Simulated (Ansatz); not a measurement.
We consider C11b WSi₂, described by r²SCAN+rVV10 in Ansatz (plane waves, PAW).

The input as run:

Ansatz 0.2 input:
```yaml
crystal:
  lattice:
    - [-1.5920494718, 1.5920494718, 3.8716836958]
    - [1.5920494718, -1.5920494718, 3.8716836958]
    - [1.5920494718, 1.5920494718, -3.8716836958]
  atoms:
    - { symbol: Si, position: [0.6652270467, 0.6652270467, 0.0] }
    - { symbol: Si, position: [0.3347729533, 0.3347729533, 0.0] }
    - { symbol: W, position: [0.0, 0.0, 0.0] }
basis:
  ecutwfc: 560
  ecutrho_ratio: 4
  xc_grid: 3
kpoints:
  mp_grid: { grid: [24, 24, 24] }
hamiltonian:
  xc: r2scan
  dispersion: rvv10
  pseudopotentials: { kind: paw }
scf:
  occupations: { method: fermi_dirac, width: 0.05 }
output:
  forces: true
  stress: true
  eigenvalues: true
relax:
  f_tol: 0.004
  escape_saddle: false
  max_steps: 80
  cell: { stress_tol: 0.02, fix: [volume] }
```

From the output:

```
Relaxation: its limit of steps is 80 (relax.max_steps)
Crystal: 3 atoms, lattice volume = 39.253 Å³
Basis set: ecut = 560 eV, 1203 PW (Γ), exchange–correlation on 108×108×108 points (27 copies of the dense FFT grid, shifted against one another)
Bands: 15, of which v1, the nominal top of the filled ones, is band 11 counted from 1 (10 counted from 0)
Symmetry: 16 space group operations
Space group: I4/mmm (ITA 139), of the structure as read, at distance tolerance 3.4e-5 Å
k-points: 1063 of 13824
Functional: x = r2scan, c = r2scan + rvv10(b = 11.95, C = 0.0093); τ floored in thin density (d = 2e-4 eV/Å³)
SCF iter   1: F=—  HF=-11672.660856 eV  |F-HF|=—  |Δ(HF+E_count)|=         —  Δρ=9.30e-3  dr2=4.68e-2  dr2_τ=9.00e-2
SCF iter   2: F=—  HF=-11672.718793 eV  |F-HF|=—  |Δ(HF+E_count)|=   5.79e-2  Δρ=4.73e-3  dr2=7.04e-3  dr2_τ=6.50e-4
  ...
SCF 1 converged in 6 iterations: F = -11672.718873 eV  dr2 = 2.78e-8
Crystal: 3 atoms, lattice volume = 39.253 Å³
Initial density: handed on by an earlier stage of this run
SCF 2 converged in 4 iterations: F = -11672.719137 eV  dr2 = 2.97e-8
Crystal: 3 atoms, lattice volume = 39.253 Å³
SCF 3 converged in 3 iterations: F = -11672.719164 eV  dr2 = 6.53e-8
Crystal: 3 atoms, lattice volume = 39.253 Å³
SCF 4 converged in 4 iterations: F = -11672.719166 eV  dr2 = 4.02e-10
Crystal: 3 atoms, lattice volume = 39.253 Å³
SCF iter   3: F=—  HF=-11672.719166 eV  |F-HF|=—  |Δ(HF+E_count)|=  4.97e-10  Δρ=2.09e-7  dr2=1.34e-11  dr2_τ=1.14e-11
SCF iter   4: F=-11672.719166 eV  HF=-11672.719166 eV  |F-HF|=7.28e-12  |Δ(HF+E_count)|=  9.09e-12  Δρ=1.13e-7  dr2=2.29e-12  dr2_τ=6.84e-13
SCF 5 converged in 4 iterations: F = -11672.719166 eV  dr2 = 2.29e-12
SCF converged after 4 iterations
Free energy (F): -11672.719166 eV
Internal energy: -11672.717406 eV  (E = F + TS)
E sigma→0 (E₀):  -11672.718286 eV
Fermi energy:    17.281674 eV
--- Forces (eV/Å), atoms counted from 1 ---
  atom   1  Si     0.00000000     0.00000000     0.00032724
  atom   2  Si    -0.00000000     0.00000000    -0.00032724
  atom   3  W      0.00000000     0.00000000    -0.00000000
--- Stress (GPa, compression-positive) ---
        4.973375      -0.000000      -0.000000
       -0.000000       4.973375       0.000000
        0.000000       0.000000       4.976556
  P = ⅓ Tr σ = 4.9744 GPa (49.744 kbar)
```

The cell is one volume of an energy–volume scan, off the minimum.

The PAW data were made under PBE.

Ansatz is an electronic-structure program.
